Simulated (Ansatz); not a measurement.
Input:

End structure of the (31-40) surface of hcp Be in its 1x1 cell, outermost plane spacing 0.18 Å in the ideal cut:

```
CELL_PARAMETERS angstrom
      3.56896     0.00000     0.00000
      0.00000     8.15449     0.00000
      0.00000     0.00000    27.00000
ATOMIC_POSITIONS crystal
  Be 0.75000 0.46696 0.30407
  Be 0.25000 0.87248 0.31441
  Be 0.75000 0.01664 0.32657
  Be 0.25000 0.60086 0.33128
  Be 0.75000 0.74979 0.33872
  Be 0.25000 0.35379 0.34693
  Be 0.75000 0.50315 0.37411
  Be 0.25000 0.07972 0.36731
  Be 0.75000 0.23096 0.37971
  Be 0.25000 0.80172 0.39106
  Be 0.75000 0.96393 0.40438
  Be 0.25000 0.54088 0.41594
  Be 0.75000 0.69307 0.42830
  Be 0.25000 0.26978 0.42923
  Be 0.75000 0.41978 0.44691
  Be 0.25000 0.00083 0.45247
  Be 0.75000 0.15436 0.46565
  Be 0.25000 0.73487 0.47381
  Be 0.75000 0.88729 0.48619
  Be 0.25000 0.45955 0.49337
  Be 0.75000 0.61738 0.50663
  Be 0.25000 0.18963 0.51381
  Be 0.75000 0.34205 0.52619
  Be 0.25000 0.92257 0.53435
  Be 0.75000 0.07609 0.54753
  Be 0.25000 0.65714 0.55309
  Be 0.75000 0.80714 0.57077
  Be 0.25000 0.38385 0.57170
  Be 0.75000 0.53604 0.58406
  Be 0.25000 0.11299 0.59562
  Be 0.75000 0.27521 0.60894
  Be 0.25000 0.84596 0.62029
  Be 0.75000 0.99720 0.63269
  Be 0.25000 0.57377 0.62589
  Be 0.75000 0.72313 0.65307
  Be 0.25000 0.32713 0.66128
  Be 0.75000 0.47607 0.66872
  Be 0.25000 0.06028 0.67343
  Be 0.75000 0.20444 0.68559
  Be 0.25000 0.60997 0.69592
```

Slab: 40 atoms, 10.5 Å thick at the start; k 11x5x1, smearing 0.1 eV, dipole-corrected; single point; on the structure that PBE left under its start's symmetry; no spin, no spin-orbit, no U.

Q: Give the surface energy (mean of both faces) at the level r2SCAN, at the PBE geometry run with Ansatz (a first-principles code).

A: 2.43 J/m^2

Q: What work function of the top face does r2SCAN, at the PBE geometry give?

A: 4.15 eV
